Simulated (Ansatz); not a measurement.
# Sb (model structure, I-43m, No. 217, 4 atoms in the cell): band gap by level of theory

No measured value is used here.

```tsv
level (code)	value (eV)	cell (Å³/atom)
LDA (Ansatz)	0.18	35.50
PBEsol (Ansatz)	0.36	37.09
PBEsol+SOC (Ansatz)	0.00	36.08
r²SCAN (Ansatz)	(withheld)	44.93
r²SCAN+SOC (Ansatz)	0.12	36.08
r²SCAN+rVV10 (Ansatz)	1.14	41.00
HSE06 (Ansatz)	(withheld)	36.08
HSE06+SOC (Ansatz)	0.27 (direct)	36.08
PBE0 (Ansatz)	(withheld)	36.08
```

Task: What belongs in the gaps?

Result: 
- r²SCAN (Ansatz, a quantum-chemistry and plane-wave program), value (eV): 1.58
- HSE06 (Ansatz), value (eV): 0.42
- PBE0 (Ansatz), value (eV): 0.91

Computed values are for a static lattice. Levels without +SOC have no spin–orbit coupling; where heavier elements are present it shifts gaps, mostly down, and can invert bands. A gap of zero means that the bands touch or overlap; how far they overlap is not shown.  Values are at the PBE-D3(BJ) cell; LDA at the level's own equilibrium cell; PBEsol at the level's own equilibrium cell; r²SCAN at the level's own relaxed cell; r²SCAN+rVV10 at the level's own equilibrium cell. Cutoffs and k meshes differ between the levels. Ansatz's density-functional and Hartree–Fock values are scalar-relativistic unless marked +SOC, with PAW data made under PBE.

A model structure was made by putting elements into a prototype or built by hand; it is no filed structure, need not be a known phase, and can be a saddle point held by its symmetry.
